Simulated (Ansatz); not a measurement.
**Pressure series in SiO2**

Base system: SiO₂ (space group P3_221, No. 154; a = 4.9490 Å, c = 5.4415 Å).

Cell and atoms are relaxed at each pressure.

Level of theory: DFT with PBEsol, PAW potentials and a 420 eV plane-wave cutoff in Ansatz (a program for electronic structure), without spin-orbit coupling.

```tsv
variant	gap character	density
base	indirect, K → Γ	2.59 g/cm³
pressure −2 GPa	indirect, M → Γ	[?]
pressure −1 GPa	indirect, K → Γ	2.50 g/cm³
pressure 0.9 GPa	indirect, K → Γ	2.66 g/cm³
pressure 2.1 GPa	indirect, K → Γ	[?]
pressure 4.5 GPa	indirect, K → Γ	2.88 g/cm³
pressure 9 GPa	indirect, M → Γ	[?]
pressure 22.5 GPa	indirect, M → Γ	3.55 g/cm³
pressure 30 GPa	indirect, M → Γ	[?]
```

Some entries are withheld; estimate them.


- pressure −2 GPa, density: 2.39 g/cm³
- pressure 2.1 GPa, density: 2.74 g/cm³
- pressure 9 GPa, density: 3.09 g/cm³
- pressure 30 GPa, density: 3.76 g/cm³

Load acts through the strain it causes; cell and atoms are relaxed under it. Whether these cells are dynamically stable was not tested. Competing high-pressure phases were not computed.
